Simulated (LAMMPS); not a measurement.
Molecular dynamics of CeO2 (fluorite) with 30 % of Ce sites Yb, with oxygen vacancies for neutrality, 730 atoms, at 2000 K and 0 GPa, heated as the crystal.

Method: classical MD, Buckingham potential of Lewis and Catlow, J. Phys. C 18, 1149 (1985), first set, used with rigid ions (no shells), PPPM sums, short-range terms cut at 10 Å, modified for these runs by an r^-4 repulsive force inside the short-range force's maximum (LAMMPS).

**Question.** Predict the state found, the mean frequency of the vibrational (phonon) density of states, the coordination number of O by Yb.

**Answer.** state found: superionic: O diffuses in a host lattice that stays in place; mean frequency of the vibrational (phonon) density of states: 10.7 THz; coordination number of O by Yb: 1.18 (counted to 3.54 Å).

Caution: the potential ionic pair potential lewis1985a is fitted to static crystal properties with a polarisable anion, which is rigid here. Caution: the random arrangement on this lattice is imposed, and need not be a phase that exists in equilibrium. Caution: a run this short can hold a crystal over, or a liquid under, the potential's own melting point, which these runs don't give.
